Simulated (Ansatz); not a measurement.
Take BN in the zinc blende structure (space group F-43m, No. 216) as the base.

```xyz
2
Lattice="0.0000 1.7903 1.7903 1.7903 0.0000 1.7903 1.7903 1.7903 0.0000" Properties=species:S:1:pos:R:3 pbc="T T T"
B      0.0000     0.0000     0.0000
N      0.8951     0.8951     0.8951
```

Cartesian axes are those of the cell as printed.

Computed with LDA (Ansatz, an electronic-structure program, PAW, scalar-relativistic without spin-orbit coupling).

For the base:

| Property | Result |
|---|---|
| Band gap | 4.39 eV |
| Smallest direct gap | 8.83 eV |
| Electron mass | 0.90 mₑ along k, 0.30 mₑ across (at X) |

Perturbation: tensile biaxial strain of 2.00 % in the plane normal to [001], as in epitaxy on a mismatched substrate; the out-of-plane cell vector and the atoms relax.

Problem. Predict the new band gap.

Solution. The band gap shrinks by 0.55 eV, from 4.39 eV to 3.84 eV.

Problem. How does this affect the hole mass?

Solution. The hole mass comes out as 0.54 mₑ out of plane, 0.51 mₑ in plane (at Γ).

Problem. Estimate the effect on the smallest direct gap.

Solution. The smallest direct gap falls by 0.45 eV (8.83 eV → 8.38 eV).

Problem. Estimate the effect on the out-of-plane strain.

Solution. The out-of-plane strain is -0.94 %.

Problem. Predict the new electron mass.

Solution. The electron mass goes from 0.90 mₑ along k, 0.30 mₑ across (at X) to 0.86 mₑ along k, 0.30 mₑ across (at X).

Masses are band curvatures over ±0.01 Å⁻¹ around the edge. Along k means along the line from Γ to the band edge. Stability against distortions was not tested.
